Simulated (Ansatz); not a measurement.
The reference is CdS in the wurtzite structure (space group P6_3mc, No. 186; a = 4.074 Å, c = 6.637 Å). Axes: x lies along a and z along c of the hexagonal cell.

Level of theory: plane-wave PAW DFT at the LDA level (Ansatz, an electronic-structure program, 420 eV), no SOC.

The change: the cell is scaled by 1.0300 in all directions, atoms relaxed at fixed cell.

Q: Predict the stress tensor and what it implies for the stiffness.

A: Stress of the strained cell less that of the base (GPa, compression positive):
```
  -4.90    0.00    0.00
   0.00   -4.90    0.00
   0.00    0.00   -4.92
```

Then B = −ΔP/(ΔV/V₀) with ΔV/V₀ = 0.0927 gives secant stiffness values (nonlinear terms included at this strain): B (at held cell shape, above the free-shape value) ≈ 53 GPa.

As a check, the harmonic strain energy −½ V₀ Δσ:ε is 33 meV/atom; the computed energy rise is 37 meV/atom.

Whether these cells are dynamically stable was not tested.
